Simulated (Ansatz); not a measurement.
For YAu2 (I4/mmm, No. 139; structure not from a measured cell), PBEsol (Ansatz, a program for electronic structure, PAW) gives:

```
Property              Result
-------------------  -------
lattice parameter a  3.681 Å
lattice parameter c  8.947 Å
```

Question: What does r²SCAN (PAW; Ansatz) give for the same quantities?

Answer: 
- lattice constant a: 3.726 Å (grows by 1.2 %)
- lattice parameter c: 9.020 Å (grows by 0.8 %)

Changes are worked out from the printed values.

Unless a cell is named, each level is at its own relaxed cell (PBEsol 20.20, r²SCAN 20.87 Å³/atom).

Levels without +SOC leave out spin–orbit coupling, which shifts energies and cells of such heavy elements.

The crystal itself was run without spin with r²SCAN; a magnetic state was not tried in these runs.

Caveats: the relaxation could not lower the start's symmetry, so the cell can be a saddle point above a distorted one (PBEsol, r²SCAN). Ansatz's density-functional and Hartree–Fock values are scalar-relativistic unless marked +SOC, with PAW data made under PBE.
